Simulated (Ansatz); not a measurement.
These are PBE (plane waves to 420 eV, PAW; Ansatz, a first-principles code) values and carry that method's errors.

Electrostatic potential energy of an electron, averaged over planes parallel to the surface, in eV from the Fermi level, for a constructed model of the (100) surface of rock-salt TiC, a layer of Pt, one atom over each C (bottom of the slab: a bare face, its two planes held):

(z (Å), V (eV)): (3.83, 4.06); (4.13, 4.06); (4.42, 4.06); (4.72, 4.05); (5.01, 4.05); (5.31, 4.03); (5.60, 4.00); (5.90, 3.93); (6.19, 3.79); (6.49, 3.51); (6.78, 2.89); (7.08, 1.59); (7.38, -1.51); (7.67, -7.61); (7.96, -14.61); (8.26, -17.03); (8.55, -12.72); (8.85, -5.55); (9.14, -0.98); (9.44, -0.92); (9.73, -5.44); (10.03, -12.75); (10.32, -17.36); (10.62, -15.10); (10.91, -8.11); (11.21, -2.22); (11.50, -0.56); (11.80, -3.63); (12.09, -10.47); (12.39, -16.59); (12.68, -16.60); (12.98, -10.55); (13.27, -3.79); (13.57, -0.61); (13.86, -2.11); (14.16, -7.84); (14.46, -14.92); (14.75, -17.50); (15.04, -13.16); (15.34, -5.86); (15.63, -1.24); (15.93, -1.22); (16.22, -5.70); (16.52, -12.82); (16.81, -17.43); (17.11, -15.22); (17.40, -8.13); (17.70, -2.27); (17.99, -0.95); (18.29, -4.54); (18.58, -11.70); (18.88, -17.32); (19.18, -16.55); (19.47, -10.32); (19.77, -4.30); (20.06, -2.79); (20.36, -7.38); (20.65, -13.10); (20.95, -15.60); (21.24, -13.16); (21.54, -6.93); (21.83, -0.59); (22.12, 2.23); (22.42, 3.34); (22.71, 3.85); (23.01, 4.08); (23.30, 4.20); (23.60, 4.25); (23.89, 4.28); (24.19, 4.30); (24.48, 4.30); (24.78, 4.31); (25.07, 4.31); (25.37, 4.31)

Slab: 13 atoms, 13.1 Å thick at the start with caps and adatoms (thin: gaps and levels are the slab's own); k 12x12x1, smearing 0.1 eV, dipole-corrected; 4 atoms held, the rest relaxed; start symmetry kept, larger cells not searched; no spin, no spin-orbit, no U. In PBE it is, or lies within 0.01 eV a 1x1 cell of, the lowest of the 2 structures of its composition computed so far; subsurface sites and larger cells were not tried.

The vacuum level lies 4.31 eV above the Fermi level over the top face and 4.06 eV above it under the bottom face.
